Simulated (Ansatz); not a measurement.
Take ZnSe in the zinc blende structure (space group F-43m, No. 216) as the base.

```yaml
crystal:
  lattice:
    - [0.00000, 2.78375, 2.78375]
    - [2.78375, 0.00000, 2.78375]
    - [2.78375, 2.78375, 0.00000]
  atoms:
    - { symbol: Zn, position: [0.00000, 0.00000, 0.00000] }
    - { symbol: Se, position: [0.25000, 0.25000, 0.25000] }
```

Cartesian axes are those of the cell as printed.

All numbers come from DFT with LDA, PAW potentials and a 420 eV plane-wave cutoff in Ansatz (an electronic-structure program), no SOC.

It is then changed as follows: compressive biaxial strain of 1.25 % in the plane normal to [111], as in epitaxy on a mismatched substrate; the out-of-plane cell vector and the atoms relax.

Task: What happens to the out-of-plane strain and energy relative to the base?

Result: The out-of-plane strain comes out as +0.84 %; the energy increases by 3.1 meV/atom.

Stability against distortions was not tested.
